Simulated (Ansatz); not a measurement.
For Al2O (model structure, Fm-3m, No. 225, 3 atoms in the cell), PBE (Ansatz, an electronic-structure program, plane waves, PAW) gives:

lattice parameter a: 5.695 Å
bulk modulus: 57.5 GPa
cohesive energy: 3.22 eV/atom

Problem. What does r²SCAN (Ansatz, PAW) give for the same quantities?

Solution. 
- lattice constant a: 5.626 Å (falls by 1.2 %)
- bulk modulus: 60.7 GPa (grows by 5.6 %)
- cohesive energy: 3.05 eV/atom (drops by 0.17 eV/atom)

Changes are worked out from the printed values.

Unless a cell is named, each level is at its own relaxed cell (PBE 15.39, r²SCAN 14.84 Å³/atom).

Caveats: the bulk modulus is −V dP/dV from two relaxed cells at ±2 % in volume (PBE, r²SCAN). Ansatz's density-functional and Hartree–Fock values are scalar-relativistic unless marked +SOC, with PAW data made under PBE.

A model structure was made by putting elements into a prototype or built by hand; it is no filed structure, need not be a known phase, and can be a saddle point held by its symmetry.
